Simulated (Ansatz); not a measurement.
The parent structure is TaN in the rock salt structure (space group Fm-3m, No. 225; a = 4.4161 Å).

All numbers come from PBE in Ansatz (plane waves to 420 eV, PAW, no spin-orbit coupling), earlier PAW set.

Before the change:

| Quantity | Result |
|---|---|
| Lattice parameter a | 441.6 pm |

One thing is altered: cell and atoms relaxed at a pressure of 18 GPa.

### Question
What happens to the lattice parameter a?

### Answer
The lattice parameter a shrinks by 7.1 pm, from 441.6 pm to 434.5 pm.

Load acts through the strain it causes; cell and atoms are relaxed under it. Whether these cells are dynamically stable was not tested. No other phases were tried under pressure. All final runs are without spin polarisation. This is not the structure that TaN has at room temperature and ambient pressure.

Ansatz is a quantum-chemistry and plane-wave program.
